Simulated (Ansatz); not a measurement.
# MgO, pressure series

Consider MgO in the rock salt structure (space group Fm-3m, No. 225; a = 4.2141 Å).

Cell and atoms are relaxed at each pressure.

Calculations: Ansatz (a first-principles code) PBEsol, no SOC.

Two rows of this table had their results exchanged by mistake.

| pressure | volume per atom (Å³) | shortest distance (Å) | band gap |
|---|---|---|---|
| pressure −2 GPa | 8.84 | 2.068 | 5.18 eV |
| pressure −1 GPa | 9.42 | 2.112 | 4.56 eV |
| pressure 0.3 GPa | 9.34 | 2.106 | 4.64 eV |
| pressure 0.7 GPa | 9.31 | 2.104 | 4.66 eV |
| pressure 1.5 GPa | 9.27 | 2.101 | 4.71 eV |
| pressure 3 GPa | 9.18 | 2.094 | 4.80 eV |
| pressure 5 GPa | 9.08 | 2.086 | 4.91 eV |
| pressure 7.5 GPa | 8.96 | 2.077 | 5.05 eV |
| pressure 10 GPa | 9.48 | 2.116 | 4.50 eV |

Q: Which two?

A: The rows for pressure −2 GPa and pressure 10 GPa: the volume has to fall steadily with pressure, so 9.48 Å³ belongs to pressure −2 GPa and 8.84 Å³ to pressure 10 GPa.

Load acts through the strain it causes; cell and atoms are relaxed under it. No phonon test of stability was made. Competing high-pressure phases were not computed. The base started in Pnma and relaxed to Fm-3m at this level.
